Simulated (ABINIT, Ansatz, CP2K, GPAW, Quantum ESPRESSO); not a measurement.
## Br (Cmce, 4 atoms in the cell) computed with different codes at matched settings

Zone-centre phonon calculation.

```xyz
4
Lattice="2.2550 -3.3573 0.0000 2.2550 3.3573 0.0000 0.0000 0.0000 8.7784" Properties=species:S:1:pos:R:3 pbc="T T T"
Br     3.8831     0.0000     7.8040
Br     2.8819     0.0000     3.4148
Br     1.6281     0.0000     5.3636
Br     0.6269     0.0000     0.9744
```

Shared settings, as Ansatz (a first-principles code) writes them: kpoints.mp_grid.grid = 3 3 2; scf.occupations.method = fermi_dirac; scf.occupations.width = 0.0015 Ry. Potentials and cutoffs stand in the table.

```csv
code,model,highest zone-centre frequency (cm⁻¹),cutoff
Quantum ESPRESSO,"PBE, GBRV 1.5 ultrasoft (PBE) pseudopotentials",297,40 Ry
Ansatz,"PBE, default PAW files",293,default
ABINIT,"PBE, norm-conserving pseudopotentials (PseudoDojo nc-sr-05 PBE standard)",292,23 Ha
GPAW,"PBE, GPAW PAW datasets PBE (gpaw-data 1.0.1)",300,550 eV
CP2K,"PBE, GPW, DZVP-MOLOPT-SR-GTH basis, GTH-PBE potentials (GTH_POTENTIALS)",310,grid 400 Ry
```

The spread over the programs that give each value: highest zone-centre frequency within 18.0 cm⁻¹.

CP2K uses small atom-centred bases, whose incompleteness enters pressures, forces and empty levels differently from a plane-wave cutoff.

The shared mesh is coarse (it stands for a supercell whose shortest vector is 12 Å), so the values are not converged in it.

The starting cell has typed, rounded lattice constants, without a prior relaxation at this level. Its lattice was rescaled by a random factor within 2.5 % of one.

Keys are those of Ansatz 0.2.
